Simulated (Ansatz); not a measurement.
Density of states of Hf (P6_3/mmc, 2 atoms in the cell).

```
Hf
1.0
    3.16205     0.00000     0.00000
   -1.58103     2.73842     0.00000
    0.00000     0.00000     4.99711
Hf
2
Direct
  0.33333   0.66667   0.25000
  0.66667   0.33333   0.75000
```

Method of the run: PBE (plane waves, PAW; Ansatz, a first-principles code).

SCF settings: basis.ecutwfc = 420 eV; kpoints.mp_grid.grid = 12 12 7; hamiltonian.xc = pbe; hamiltonian.pseudopotentials = {kind: paw} (the program's default PAW files); scf.occupations.method = methfessel_paxton; scf.occupations.width = 0.136 eV. Keys of the DOS step: output.dos.nscf_kmesh.grid = 24 24 14.

The starting cell comes from a database of computed structures (which also holds hypothetical and non-ambient phases and stackings), without a prior relaxation at this level. Its lattice was rescaled by a random factor within 2.5 % of one. Spin-orbit coupling is off.

Total DOS (both spins), as means of the tabulated values in each energy bin; the zero is the program's Fermi level or highest filled level, and the curve is cut to this window:

```
E (eV) | states/eV/cell
    -7.75 |  0.00
    -7.25 | # 0.07
    -6.75 | # 0.14
    -6.25 | ## 0.20
    -5.75 | ## 0.26
    -5.25 | ### 0.34
    -4.75 | #### 0.44
    -4.25 | ###### 0.63
    -3.75 | ############ 1.26
    -3.25 | ############# 1.35
    -2.75 | ############### 1.59
    -2.25 | ################# 1.80
    -1.75 | ############### 1.56
    -1.25 | ####################### 2.45
    -0.75 | ########################## 2.75
    -0.25 | ########### 1.15
     0.25 | ########################## 2.72
     0.75 | ############################## 3.19
```

Around zero the curve holds about 1.4 states/eV/cell.

Keys are those of Ansatz 0.2.
